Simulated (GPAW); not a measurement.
Worked example: self-consistent single point of CdIn (P1, 2 atoms in the cell) in GPAW.

Computed with PBEsol, GPAW PAW datasets PBEsol (made by gpaw-setup) (plane waves; GPAW 25.7.0).

The change in words: atoms moved at random. Reference geometry:
```
CdIn
1.0
    3.21861     0.00000     0.00000
   -1.60931     2.78740     0.00000
    0.00000     0.00000     5.91615
Cd In
1 1
Cartesian
  0.00000   0.00000   2.95807
  1.60931   0.92913   0.00000
```

Reference input (self-consistent single point, DFT PBEsol, plane waves, GPAW PAW datasets PBEsol (made by gpaw-setup)): mode = pw; ecut = 550 eV; xc = PBEsol; kpts = 8 8 4; mesh shift (steps) = 0 0 0; occupations.name = fermi-dirac; occupations.width = 0.1 eV; nbands = -10; symmetry.symmorphic = false; symmetry.tolerance = 0.0005; maxiter = 100. This run's input differs from it in these lines:

```diff
@@ -8,4 +8,4 @@
                     [0.000000, 0.000000, 5.916146]],
-              scaled_positions=[[0.000000, 0.000000, 0.500000],
-                                [0.666667, 0.333333, 0.000000]],
+              scaled_positions=[[0.014987, 0.004885, 0.500918],
+                                [0.651680, 0.328448, -0.000918]],
               pbc=True)
```

Output (repeated stretches shortened):

```
     iter     time        total  log10-change:
                         energy   eigst   dens
iter:   1 --:--:--    -4.543851
iter:   2 --:--:--    -4.506487   -2.10  -1.49
iter:   3 --:--:--    -4.434625   -2.13  -1.52
iter:   4 --:--:--    -4.425811   -3.55  -1.83
iter:   5 --:--:--    -4.398771   -3.08  -1.92
iter:   6 --:--:--    -4.394477   -4.48  -2.57
iter:   7 --:--:--    -4.392505c  -4.12  -2.80
iter:   8 --:--:--    -4.392466c  -5.73  -3.53
iter:   9 --:--:--    -4.392470c  -5.95  -3.56
iter:  10 --:--:--    -4.392476c  -6.13  -3.78
iter:  11 --:--:--    -4.392472c  -7.31  -4.05c
iter:  12 --:--:--    -4.392468c  -7.52c -4.03c
Converged after 12 iterations.

Dipole moment: (1.847791, -1.865292, 0.224344) |e|*Ang

Energy contributions relative to reference atoms: (reference = -312004.919572)

Kinetic:        +12.295322
Potential:      -10.948757
External:        +0.000000
XC:              -5.996354
Entropy (-ST):   -0.030447
Local:           +0.272544
SIC:             +0.000000
--------------------------
Free energy:     -4.407692
Extrapolated:    -4.392468

Showing only first 2 kpts
 Kpt  Band  Eigenvalues  Occupancy
  0    10     -2.24561    2.00000
  0    11      2.02263    2.00000
  0    12      3.03153    2.00000
  0    13     14.76794    0.00000

  1    10     -2.24578    2.00000
  1    11      0.41658    2.00000
  1    12      5.27086    1.99922
  1    13     12.04710    0.00000

Fermi level: 6.05535

No gap
No difference between direct/indirect transitions
Energy (eV): -4.392468

Forces in eV/Ang:
  0 Cd   -0.00127   -0.00051   -0.01016
  1 In   -0.00026   -0.00004    0.00969

Stress tensor:
     0.028754     0.000315    -0.000017
     0.000315     0.028574    -0.000007
    -0.000017    -0.000007     0.021899
Stress (GPa, Voigt): [ 4.6069e+00  4.5781e+00  3.5086e+00 -1.1000e-03 -2.7000e-03  5.0500e-02]
```

The run converged in 12 iterations. GPAW prints stress with tension positive. Against the reference run the free energy is nearly the same (within 1 meV/atom), the pressure hardly changes (-4.24 to -4.23 GPa) and the largest force goes from 0.000 to 0.010 eV/Å.

The starting cell comes from a database of computed structures (which also holds hypothetical and non-ambient phases and stackings), without a prior relaxation at this level. Its lattice was rescaled by a random factor within 2.5 % of one. For this run, on top of that: atoms moved at random. With a pressure of about -4 GPa the cell is away from its equilibrium volume at this level.

Cost on one core of a shared machine: roughly 70 s.
